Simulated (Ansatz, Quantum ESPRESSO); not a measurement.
One structure in several programs: AlSn (P-6m2, 2 atoms in the cell)

Self-consistent single point.

```yaml
crystal:
  lattice:
    - [4.19811, 0.00000, 0.00000]
    - [-2.09905, 3.63567, 0.00000]
    - [0.00000, 0.00000, 3.30685]
  atoms:
    - { symbol: Al, position: [0.00000, 0.00000, 0.00000] }
    - { symbol: Sn, position: [0.33333, 0.66667, 0.50000] }
```

Shared settings, as Ansatz (an electronic-structure program) writes them: kpoints.mp_grid.grid = 7 7 8; magnetization.spin_orbit = true; scf.occupations.method = gaussian; scf.occupations.width = 0.1 eV. Potentials and cutoffs stand in the table.

```tsv
code	model	pressure (GPa)	cutoff
Ansatz	LDA (PW92) with spin-orbit coupling, PAW files made with PBE	-3.09	default
Quantum ESPRESSO	LDA (PZ), spin-orbit coupling, PseudoDojo fully relativistic norm-conserving (PBE) pseudopotentials	-2.31	75 Ry
```

The spread over the programs that give each value: pressure within 0.78 GPa.

Ansatz's pressure is given at a fixed set of plane waves, as the other plane-wave codes print theirs. The same LDA comes in different parametrisations, which differ slightly.

The starting cell comes from a database of computed structures (which also holds hypothetical and non-ambient phases and stackings), without a prior relaxation at this level.

Left out of this page: Elk (with a known weakness of the program); FLEUR (not drawn, or without a comparable value).

Keys are those of Ansatz 0.2.
